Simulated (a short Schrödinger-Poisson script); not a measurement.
Symmetric double-gate stack, SiO2 on p-type Si(100)

Stack: symmetric double-gate stack, SiO2 on p-type Si(100), at 300 K.

```tsv
layer	material	thickness (nm)	Na (cm⁻³)
1	SiO2	2.1	-
2	Si	14	9e17
3	SiO2	2.1	-
```

Constants are typed, rounded textbook-type inputs, not results; the design itself was drawn at random and stands for no fabricated device. SiO2: permittivity 3.9, conduction-band edge (eV) 3.15, gap (eV) 9, electron mass (mₑ) 0.5. Si: permittivity 11.7, conduction-band edge (eV) 0, gap (eV) 1.124, Nv at 300 K (cm⁻³) 3.1e19.

Channel valleys (confinement mass, in-plane density-of-states mass, number): Δ2 0.916, 0.19, 2; Δ4 0.19, 0.417, 4. At the gates, both at one voltage, the conduction-band edge of layer 1 lies 3.24 eV − eVg above the Fermi level of the channel. Gaps are held at their typed values at every temperature. Mesh 0.03 nm at interfaces.

Solved with a short Schrödinger-Poisson script written for these runs: 1D Poisson equation in equilibrium, electrons quantum, Hartree (BenDaniel-Duke, 12 states a valley, the channel's in-plane mass for all, wave functions free to enter the dielectric), parabolic valleys, classical holes, full ionisation, no traps, pinning or gate leakage.

```csv
Vg (V),electrons (cm⁻²),C (μF/cm²),Δ2 E0 (meV),Δ2 E1 (meV),Δ4 E0 (meV),Δ4 E1 (meV)
-0.2,1.33e7,< 0.003,380.4,382.0,389.0,410.3
-0.1,6.35e8,0.00400,280.4,282.1,289.0,310.4
0,2.82e10,0.165,182.3,183.9,191.1,212.3
0.1,4.42e11,1.26,110.3,111.1,120.9,140.2
0.2,1.47e12,1.92,76.0,76.2,92.0,107.8
0.3,2.76e12,2.21,55.5,55.5,77.9,90.5
0.4,4.20e12,2.37,40.7,40.7,69.2,79.4
0.5,5.71e12,2.48,29.1,29.1,62.9,71.3
0.6,7.28e12,2.56,19.6,19.6,58.0,65.1
0.7,8.90e12,2.61,11.3,11.3,54.0,60.1
0.8,1.05e13,2.66,4.1,4.1,50.6,55.8
0.9,1.22e13,2.69,-2.4,-2.4,47.6,52.1
1,1.39e13,2.72,-8.4,-8.4,44.8,48.8
1.1,1.56e13,2.75,-14.0,-14.0,42.3,45.9
1.2,1.73e13,2.77,-19.2,-19.2,40.0,43.1
1.3,1.91e13,2.78,-24.2,-24.2,37.7,40.6
1.4,2.08e13,2.80,-28.9,-28.9,35.6,38.2
1.5,2.26e13,2.81,-33.4,-33.4,33.6,35.9
```

Gate voltages with under 1e6 electrons/cm² are left out.

Subbands count from the Fermi level. The capacitance is that of both gates.
